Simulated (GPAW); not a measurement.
# Input and output of a self-consistent single point for Cs (Im-3m, 1 atom in the cell) (GPAW)

Level of theory: PBE, GPAW PAW datasets PBE (gpaw-data 1.0.1) (plane waves; GPAW 25.7.0).

The input file:

```python
from ase import Atoms
from ase.units import GPa
from gpaw import GPAW, PW, FermiDirac

atoms = Atoms(['Cs'],
              cell=[[-3.159750, 3.159750, 3.159750],
                    [3.159750, -3.159750, 3.159750],
                    [3.159750, 3.159750, -3.159750]],
              scaled_positions=[[0.000000, 0.000000, 0.000000]],
              pbc=True)

calc = GPAW(mode=PW(550),
            xc='PBE',
            kpts={'size': (6, 6, 6), 'gamma': True},
            occupations=FermiDirac(0.05),
            nbands=-5,
            convergence={'forces': 0.001},
            symmetry={'symmorphic': False, 'tolerance': 0.0005},
            maxiter=120)

atoms.calc = calc

energy = atoms.get_potential_energy()
print('Energy (eV):', round(energy, 6))
forces = atoms.get_forces()
print('Forces (eV/Ang):')
print(forces.round(5))
stress = atoms.get_stress()
print('Stress (GPa, Voigt):', (stress / GPa).round(4))
```

Log, with long lists cut:

```
Input parameters:
  convergence: {forces: 0.001}
  kpts: {gamma: True,
         size: (6, 6, 6)}
  maxiter: 120
  mode: {ecut: 550.0,
         name: pw}
  nbands: -5
  occupations: {fixmagmom: False,
                name: fermi-dirac,
                width: 0.05}
  symmetry: {symmorphic: False,
             tolerance: 0.0005}
  xc: PBE

species:
  Cs:
    name: Caesium
    Z: 55.0
    valence: 9
    core: 46
    charge: 0.0
    file: Cs.PBE.gz

    # Using partial waves for Cs as LCAO basis

Reference energy: -211800.076486  # eV

Spin-paired calculation

Convergence criteria:
 Maximum [total energy] change in last 3 cyles: 0.0005 eV / valence electron
 Maximum integral of absolute [dens]ity change: 0.0001 electrons / valence electron
 Maximum integral of absolute [eigenst]ate change: 4e-08 eV^2 / valence electron
 Maximum change in the atomic [forces] across last 2 cycles: 0.001 eV/Ang OR
Maximum error relative to the maximum force is below inf
 Maximum number of scf [iter]ations: 120

Symmetries present (total): 48
Symmetries with fractional translations: 0
216 k-points: 6 x 6 x 6 Monkhorst-Pack grid + [1/12,1/12,1/12]
16 k-points in the irreducible part of the Brillouin zone
       k-points in crystal coordinates                weights
   0:     0.00000000    0.00000000    0.00000000          1/216
   1:     0.16666667    0.00000000    0.00000000         12/216
   2:     0.16666667    0.16666667   -0.16666667          6/216
   [... 7 lines left out ...]
          ...
  15:     0.50000000    0.50000000    0.50000000          1/216

Wave functions: Plane wave expansion
  Cutoff energy: 550.000 eV
  Number of coefficients (min, max): 3660, 3781
  Pulay-stress correction: 0.000000 eV/Ang^3 (de/decut=0.000000)

Occupation numbers: Fermi-Dirac:
  width: 0.0500  # eV

Eigensolver

Densities:
  Coarse grid: 30*30*30 grid
  Fine grid: 60*60*60 grid
  Total Charge: 0.000000

Density mixing:
  Method: separate
  Backend: pulay
  Linear mixing parameter: 0.05
  old densities: 5
  Damping of long wavelength oscillations: 50

Hamiltonian:
  XC and Coulomb potentials evaluated on a 60*60*60 grid
  External potential:
    NoExternalPotential

XC parameters: PBE with 2 nearest neighbor stencil

Number of atoms: 1
Number of atomic orbitals: 5
Number of bands in calculation: 9
Number of valence electrons: 9
Bands to converge: occupied

Density initialized from atomic densities
  5 bands from LCAO basis set
  4 bands from random numbers

Atomic positions and initial magnetic moments

Positions:
   0 Cs     0.000000    0.000000    0.000000    ( 0.0000,  0.0000,  0.0000)

Unit cell:
           periodic     x           y           z      points  spacing
  1. axis:    yes   -3.159750    3.159750    3.159750    30     0.1490
  2. axis:    yes    3.159750   -3.159750    3.159750    30     0.1490
  3. axis:    yes    3.159750    3.159750   -3.159750    30     0.1490

  Lengths:   5.472848   5.472848   5.472848
  Angles:  109.471221 109.471221 109.471221

Effective grid spacing dv^(1/3) = 0.1672

     iter     time        total  log10-change:
                         energy   eigst   dens  force
iter:   1 --:--:--    -1.179565
iter:   2 --:--:--    -1.136757   -2.12  -1.00
iter:   3 --:--:--    -0.813960   -1.57  -1.04
iter:   4 --:--:--    -0.816959   -3.21  -1.62
iter:   5 --:--:--    -0.862162   -2.44  -1.64
iter:   6 --:--:--    -0.812016   -2.28  -1.46
iter:   7 --:--:--    -0.811083   -4.07  -2.27
iter:   8 --:--:--    -0.811260c  -5.13  -2.51
iter:   9 --:--:--    -0.811389c  -3.69  -2.43
iter:  10 --:--:--    -0.810980c  -4.58  -2.42
iter:  11 --:--:--    -0.810979c  -5.78  -3.45
iter:  12 --:--:--    -0.810981c  -6.76  -3.81
iter:  13 --:--:--    -0.810982c  -7.48c -3.64
iter:  14 --:--:--    -0.810980c  -7.38  -3.54
iter:  15 --:--:--    -0.810980c  -7.00  -3.76
iter:  16 --:--:--    -0.810980c  -8.28c -4.01c
iter:  17 --:--:--    -0.810980c  -8.41c -4.10c -23.18c

Converged after 17 iterations.

Dipole moment: (0.000000, -0.000000, -0.000000) |e|*Ang

Energy contributions relative to reference atoms: (reference = -211800.076486)

Kinetic:         +0.232206
Potential:       -0.138890
External:        +0.000000
XC:              -0.874167
Entropy (-ST):   -0.017876
Local:           -0.021190
SIC:             +0.000000
--------------------------
Free energy:     -0.819917
Extrapolated:    -0.810980

Showing only first 2 kpts
 Kpt  Band  Eigenvalues  Occupancy
  0     2     -9.06241    2.00000
  0     3     -9.06241    2.00000
  0     4      0.03138    2.00000
  0     5      4.04817    0.00000

  1     2     -9.07084    2.00000
  1     3     -9.06238    2.00000
  1     4      0.30611    2.00000
  1     5      3.71287    0.00000

Fermi level: 1.62101

No gap
No difference between direct/indirect transitions
Energy (eV): -0.81098

Forces in eV/Ang:
  0 Cs    0.00000    0.00000    0.00000

Stress tensor:
     0.000756    -0.000000    -0.000000
    -0.000000     0.000756     0.000000
    -0.000000     0.000000     0.000756
Stress (GPa, Voigt): [ 0.1211  0.1211  0.1211  0.     -0.     -0.    ]
```

The run converged in 17 iterations. GPAW prints stress with tension positive.

The starting cell comes from a database of computed structures (which also holds hypothetical and non-ambient phases and stackings), without a prior relaxation at this level. Its lattice was rescaled by a random factor within 2.5 % of one.
